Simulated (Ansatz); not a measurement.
Take Ag in the fcc (Cu type) structure (space group Fm-3m, No. 225) as the base.

```
Ag
1.0
    0.00000     2.02719     2.02719
    2.02719     0.00000     2.02719
    2.02719     2.02719     0.00000
Ag
1
Direct
  0.00000   0.00000   0.00000
```

Cartesian axes are those of the cell as printed.

The values are results of Kohn–Sham DFT with the PBEsol functional, run in Ansatz (a quantum-chemistry and plane-wave program) with PAW and 420 eV plane waves, without spin-orbit coupling, not measurements.

For the base:

- Volume per atom: 16.66 Å³
- Pressure: 0.0 GPa

Modification: biaxial strain +4.68 %, plane normal [001], relaxed out of plane (Cartesian); in-plane vectors clamped, the third vector and the atoms free.

**Question.** Predict the new energy relative to the base, volume per atom and pressure.

**Answer.** The energy goes up by 17 meV/atom; the volume per atom rises by 0.29 Å³, from 16.66 Å³ to 16.95 Å³; the pressure (mean of the normal stresses, compression positive) goes from zero to -1.6 GPa.

Without a gap, meshes like the base's 20×20×20 leave anisotropic stresses uncertain by several tenths of a GPa, and small strain energies with them. Stability against distortions was not tested.
